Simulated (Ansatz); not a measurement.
## TaOs3 (model structure, started from the A15 type, Pm-3n, No. 223, 8 atoms in the cell)

These are LDA (Ansatz, an electronic-structure program, plane waves, PAW) values and carry that method's errors.

Run with plane-wave cutoff 520 eV, 12×12×12 k mesh, Fermi–Dirac smearing 0.05 eV, no spin polarisation, scalar-relativistic PAW data made under PBE.

Cell (relaxed at this level):

```xyz
8
Lattice="4.9267 0.0000 0.0000 0.0000 4.9267 0.0000 0.0000 0.0000 4.9267" Properties=species:S:1:pos:R:3 pbc="T T T"
Os     1.2317     0.0000     2.4634
Os     3.6950     0.0000     2.4634
Os     0.0000     2.4634     1.2317
Os     0.0000     2.4634     3.6950
Os     2.4634     1.2317     0.0000
Os     2.4634     3.6950     0.0000
Ta     0.0000     0.0000     0.0000
Ta     2.4634     2.4634     2.4634
```

For TaOs3 (model structure, started from the A15 type, Pm-3n, No. 223, 8 atoms in the cell), the bulk modulus B0 comes out as 350 GPa.

Note: the run has no spin polarisation, so it can have missed a magnetic state; the bulk modulus is −V dP/dV from two relaxed cells at ±2 % in volume; the relaxation could raise the start's symmetry but not lower it, so the cell can be a saddle point.

Spin–orbit coupling is not included.

The computed numbers hold no vibrational or temperature effects.

It cost around 2.4 core-minutes (rough) of CPU time.

A model structure was made by putting elements into a prototype or built by hand; it is no filed structure, need not be a known phase, and can be a saddle point held by its symmetry.
